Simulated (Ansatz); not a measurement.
**Pressure series in MoTe2**

Base system: MoTe2 in the 2H-MoS2 type structure (space group P6_3/mmc, No. 194; a = 3.497 Å, c = 13.696 Å; layered, stacked along the Cartesian z axis).

Cell and atoms are relaxed at each pressure.

Level of theory: Ansatz (a program for electronic structure), PBE-D3(BJ), PAW, cutoff 420 eV, no spin-orbit coupling.

Two rows of this table had their results exchanged by mistake.

```
pressure           volume per atom (Å³)  shortest distance (Å)  band gap
-----------------  --------------------  ---------------------  --------
pressure −2 GPa                   19.20                  2.632      zero
pressure −1 GPa                   24.80                  2.722   0.68 eV
pressure 0.9 GPa                  23.72                  2.711   0.52 eV
pressure 4.5 GPa                  22.44                  2.693   0.23 eV
pressure 9 GPa                    21.33                  2.675      zero
pressure 15 GPa                   20.22                  2.654      zero
pressure 22.5 GPa                 25.74                  2.729   0.80 eV
pressure 30 GPa                   18.42                  2.613      zero
```

### Question
Which two?

### Answer
The rows for pressure −2 GPa and pressure 22.5 GPa: the volume has to fall steadily with pressure, so 25.74 Å³ belongs to pressure −2 GPa and 19.20 Å³ to pressure 22.5 GPa.

The mesh was chosen for an insulator and is coarse for the gapless case. With Te present, leaving out spin-orbit coupling can change the band edges. Load acts through the strain it causes; cell and atoms are relaxed under it. Stability against distortions was not tested. No other phases were tried under pressure. All final runs are without spin polarisation. The program warned that a D3 coordination switch lies within reach, so dispersion energies are less smooth here. A zero or small gap of MoTe2 under pressure 4.5 GPa, MoTe2 under pressure 9 GPa, MoTe2 under pressure 15 GPa and MoTe2 under pressure 22.5 GPa can be the functional's error rather than a property of the material.
